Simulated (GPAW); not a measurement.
## Worked example: self-consistent single point of FeNi3 (Pm-3m, 4 atoms in the cell) in GPAW

Method of the run: PBE, GPAW PAW datasets PBE (gpaw-data 1.0.1) (plane waves; GPAW).

Input:

```python
from ase import Atoms
from ase.units import GPa
from gpaw import GPAW, PW, FermiDirac

atoms = Atoms(['Fe', 'Ni', 'Ni', 'Ni'],
              cell=[[3.559917, 0.000000, 0.000000],
                    [0.000000, 3.559917, 0.000000],
                    [0.000000, 0.000000, 3.559917]],
              positions=[[0.000000, 0.000000, 0.000000],
                         [0.000000, 1.779958, 1.779958],
                         [1.779958, 0.000000, 1.779958],
                         [1.779958, 1.779958, 0.000000]],
              pbc=True)

atoms.set_initial_magnetic_moments([4.0, 2.0, 2.0, 2.0])

calc = GPAW(spinpol=True,
            mode=PW(800),
            xc='PBE',
            kpts={'size': (8, 8, 8), 'gamma': True},
            occupations=FermiDirac(0.05),
            nbands=-8,
            convergence={'density': 1e-05, 'energy': 1e-05},
            symmetry={'symmorphic': False, 'tolerance': 0.0005},
            maxiter=150)

atoms.calc = calc

energy = atoms.get_potential_energy()
print('Energy (eV):', round(energy, 6))
forces = atoms.get_forces()
print('Forces (eV/Ang):')
print(forces.round(5))
stress = atoms.get_stress()
print('Stress (GPa, Voigt):', (stress / GPa).round(4))
```

The program printed (abridged):

```
Input parameters:
  convergence: {density: 1e-05,
                energy: 1e-05}
  kpts: {gamma: True,
         size: (8, 8, 8)}
  maxiter: 150
  mode: {ecut: 800.0,
         name: pw}
  nbands: -8
  occupations: {fixmagmom: False,
                name: fermi-dirac,
                width: 0.05}
  spinpol: True
  symmetry: {symmorphic: False,
             tolerance: 0.0005}
  xc: PBE

species:
  Fe:
    name: Iron
    Z: 26.0
    valence: 8
    core: 18
    charge: 0.0
    file: Fe.PBE.gz

    # Using partial waves for Fe as LCAO basis

  Ni:
    name: Nickel
    Z: 28.0
    valence: 16
    core: 12
    charge: 0.0
    file: Ni.PBE.gz

    # Using partial waves for Ni as LCAO basis

Reference energy: -158723.449942  # eV

Spin-polarized calculation.
Initial magnetic moment: 10.000000

Convergence criteria:
 Maximum [total energy] change in last 3 cyles: 1e-05 eV / valence electron
 Maximum integral of absolute [dens]ity change: 1e-05 electrons / valence electron
 Maximum integral of absolute [eigenst]ate change: 4e-08 eV^2 / valence electron
 Maximum number of scf [iter]ations: 150

Symmetries present (total): 48
Symmetries with fractional translations: 0
512 k-points: 8 x 8 x 8 Monkhorst-Pack grid + [1/16,1/16,1/16]
35 k-points in the irreducible part of the Brillouin zone
       k-points in crystal coordinates                weights
   0:     0.00000000    0.00000000    0.00000000          1/512
   1:     0.12500000    0.00000000    0.00000000          6/512
   2:     0.12500000    0.12500000    0.00000000         12/512
   [... 7 lines left out ...]
          ...
  34:     0.50000000    0.50000000    0.50000000          1/512

Wave functions: Plane wave expansion
  Cutoff energy: 800.000 eV
  Number of coefficients (min, max): 2296, 2360
  Pulay-stress correction: 0.000000 eV/Ang^3 (de/decut=0.000000)

Occupation numbers: Fermi-Dirac:
  width: 0.0500  # eV

Eigensolver

Densities:
   [... lines left out ...]
  Backend: pulay
  Linear mixing parameter: 0.05
  old densities: 5
  Damping of long wavelength oscillations: 50

Hamiltonian:
  XC and Coulomb potentials evaluated on a 48*48*48 grid
  External potential:
    NoExternalPotential

XC parameters: PBE with 2 nearest neighbor stencil

Number of atoms: 4
Number of atomic orbitals: 45
Number of bands in calculation: 41
Number of valence electrons: 56
Bands to converge: occupied

Density initialized from atomic densities
  41 bands from LCAO basis set

Atomic positions and initial magnetic moments

Positions:
   0 Fe     0.000000    0.000000    0.000000    ( 0.0000,  0.0000,  4.0000)
   1 Ni     0.000000    1.779958    1.779958    ( 0.0000,  0.0000,  2.0000)
   2 Ni     1.779958    0.000000    1.779958    ( 0.0000,  0.0000,  2.0000)
   3 Ni     1.779958    1.779958    0.000000    ( 0.0000,  0.0000,  2.0000)

Unit cell:
           periodic     x           y           z      points  spacing
  1. axis:    yes    3.559917    0.000000    0.000000    24     0.1483
  2. axis:    yes    0.000000    3.559917    0.000000    24     0.1483
  3. axis:    yes    0.000000    0.000000    3.559917    24     0.1483

  Lengths:   3.559917   3.559917   3.559917
  Angles:   90.000000  90.000000  90.000000

Effective grid spacing dv^(1/3) = 0.1483
     iter     time        total  log10-change:  magmom
                         energy   eigst   dens
iter:   1 --:--:--   -30.224484                   +10.0114
iter:   2 --:--:--   -30.920745   -0.36  -1.80    +6.8858
iter:   3 --:--:--   -31.089489   -0.96  -1.83    +5.1312
iter:   4 --:--:--   -32.248524   -1.31  -1.90    +5.2666
iter:   5 --:--:--   -31.388091   -1.57  -1.80    +4.9352
iter:   6 --:--:--   -31.310890   -2.89  -2.32    +4.8429
iter:   7 --:--:--   -31.292790   -3.43  -2.58    +4.8533
iter:   8 --:--:--   -31.306161   -3.26  -2.87    +4.8915
iter:   9 --:--:--   -31.292080   -4.17  -2.85    +4.8917
iter:  10 --:--:--   -31.291334   -4.22  -3.29    +4.9098
iter:  11 --:--:--   -31.290658   -5.12  -3.42    +4.9102
iter:  12 --:--:--   -31.291066   -5.39  -4.11    +4.9205
iter:  13 --:--:--   -31.290627c  -5.46  -3.62    +4.9107
iter:  14 --:--:--   -31.290565c  -6.94  -4.24    +4.9103
iter:  15 --:--:--   -31.291275   -5.83  -4.31    +4.9264
iter:  16 --:--:--   -31.291689   -4.27  -3.68    +5.0176
   [... lines left out ...]
iter:  85 --:--:--   -31.291066c  -5.92  -4.50    +4.9562
iter:  86 --:--:--   -31.291137c  -6.75  -3.90    +4.9541
iter:  87 --:--:--   -31.291375c  -6.21  -3.94    +4.9517
iter:  88 --:--:--   -31.291568c  -5.55  -4.24    +4.9433
iter:  89 --:--:--   -31.291582c  -7.28  -3.54    +4.9429
iter:  90 --:--:--   -31.291609c  -7.34  -3.57    +4.9427
iter:  91 --:--:--   -31.291758c  -7.12  -3.58    +4.9425
iter:  92 --:--:--   -31.291384c  -6.20  -3.49    +4.9428
iter:  93 --:--:--   -31.291252c  -6.17  -3.82    +4.9426
iter:  94 --:--:--   -31.291266c  -8.08c -4.83    +4.9431
iter:  95 --:--:--   -31.291411c  -5.60  -4.79    +4.9578
iter:  96 --:--:--   -31.291415c  -7.41c -4.12    +4.9555
iter:  97 --:--:--   -31.291399c  -6.23  -4.65    +4.9478
iter:  98 --:--:--   -31.291419c  -6.81  -4.07    +4.9526
iter:  99 --:--:--   -31.291418c  -8.55c -4.71    +4.9526
iter: 100 --:--:--   -31.291417c  -9.22c -4.84    +4.9526
iter: 101 --:--:--   -31.291412c  -8.08c -4.98    +4.9526
iter: 102 --:--:--   -31.291412c  -9.90c -5.20c   +4.9527
Converged after 102 iterations.

Dipole moment: (-0.000004, -0.000004, -0.000004) |e|*Ang

Total magnetic moment: (0.000000, 0.000000, 4.952655)
Local magnetic moments:
   0 Fe ( 0.000000,  0.000000,  2.917368)
   1 Ni ( 0.000000,  0.000000,  0.718107)
   2 Ni ( 0.000000,  0.000000,  0.718107)
   3 Ni ( 0.000000,  0.000000,  0.718107)

Energy contributions relative to reference atoms: (reference = -158723.449942)

Kinetic:        +24.328934
Potential:      -18.119699
External:        +0.000000
XC:             -37.840446
Entropy (-ST):   -0.027058
Local:           +0.353327
SIC:             +0.000000
--------------------------
Free energy:    -31.304941
Extrapolated:   -31.291412

Spin contamination: 0.253982 electrons
Showing only first 2 kpts
                      Up                     Down
 Kpt  Band  Eigenvalues  Occupancy  Eigenvalues  Occupancy
  0    26      8.16327    1.00000      9.93738    0.00000
  0    27      8.23705    1.00000     10.20192    0.00000
  0    28      8.23705    1.00000     10.20192    0.00000
  0    29      8.23705    1.00000     10.20192    0.00000

  1    26      8.10256    1.00000      9.79238    0.00000
  1    27      8.10256    1.00000      9.79238    0.00000
  1    28      8.16320    1.00000      9.87760    0.00000
  1    29      8.23721    1.00000     10.19793    0.00000

Fermi level: 8.90784

No gap
No difference between direct/indirect transitions
Energy (eV): -31.291412

Forces in eV/Ang:
  0 Fe    0.00000    0.00000    0.00000
  1 Ni    0.00000   -0.00000    0.00000
  2 Ni   -0.00000    0.00000    0.00000
  3 Ni    0.00000    0.00000    0.00000

Stress tensor:
     0.004555    -0.000000     0.000000
    -0.000000     0.004555     0.000000
     0.000000     0.000000     0.004555
Stress (GPa, Voigt): [ 0.7299  0.7299  0.7299  0.      0.     -0.    ]
```

The run converged in 102 iterations. GPAW prints stress with tension positive.

The starting cell comes from a database of computed structures (which also holds hypothetical and non-ambient phases and stackings), without a prior relaxation at this level. Its lattice was rescaled by a random factor within 2.5 % of one. The magnetic order is the one reached from the typed start; others were not searched systematically.

Cost on one core of a shared machine: roughly 7 min.
